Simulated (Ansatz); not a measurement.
## Variants of one calculation on VPO5 (P1, 14 atoms in the cell)

```
CELL_PARAMETERS angstrom
      3.31826    -4.04541     0.00000
      3.31826     4.04541     0.00000
     -2.99367     0.00000     6.32208
ATOMIC_POSITIONS crystal
  V  0.00131 0.99739 0.49218
  V  0.01514 0.01356 0.00489
  P  0.68065 0.34146 0.76143
  P  0.31551 0.67031 0.23420
  O  0.70342 0.12725 0.87520
  O  0.29621 0.85197 0.12342
  O  0.84859 0.31489 0.60166
  O  0.15554 0.71121 0.38508
  O  0.36915 0.23229 0.59499
  O  0.62934 0.76478 0.40669
  O  0.74547 0.62299 0.88954
  O  0.22606 0.36580 0.09372
  O  0.06382 0.93365 0.76162
  O  0.94979 0.05243 0.27539
```

Base run A: r2SCAN, default PAW files made with PBE (Ansatz, a program for electronic structure), self-consistent single point.

Its settings: kpoints.mp_grid.grid = 4 4 3; hamiltonian.xc = r2scan; hamiltonian.pseudopotentials = {kind: paw} (the program's default PAW files); scf.occupations.method = fixed.

The starting cell comes from a database of computed structures (which also holds hypothetical and non-ambient phases and stackings), without a prior relaxation at this level. Its atoms were displaced at random from the sites of space group no. 15. In the base run, forces exceed 1 eV/Å. Ansatz's pressure includes its estimate of the finite-basis (Pulay) stress.

A dash stands where there is no value to compare (another energy zero or no entropy term, no result, no spin, no clean gap, or a mesh too coarse for one). 

| run | change | pressure (GPa) | largest force (eV/Å) | gap on the mesh (eV) | dispersion energy (eV/atom) |
|---|---|---|---|---|---|
| A | base | 2.90 | 11.107 | 0.795 | – |
| B | hamiltonian.dispersion: default → d3bjatm [r2SCAN-D3BJ-ATM] | 2.13 | 11.111 | 0.795 | -0.065 |
| C | hamiltonian.dispersion: default → d4 [r2SCAN-D4] | 1.93 | 11.108 | 0.795 | -0.069 |

Run B against A: The pressure goes from 2.90 to 2.13 GPa, the largest force moves little (11.107 to 11.111 eV/Å) and the gap on the mesh stays at 0.795 eV.

Run C against A: The pressure goes from 2.90 to 1.93 GPa, the largest force moves little (11.107 to 11.108 eV/Å) and the gap on the mesh stays at 0.795 eV.

Left out of this page: 1 run of the series unsound by tests on forces, stress, charge or solver warnings.

Keys are those of Ansatz 0.2.
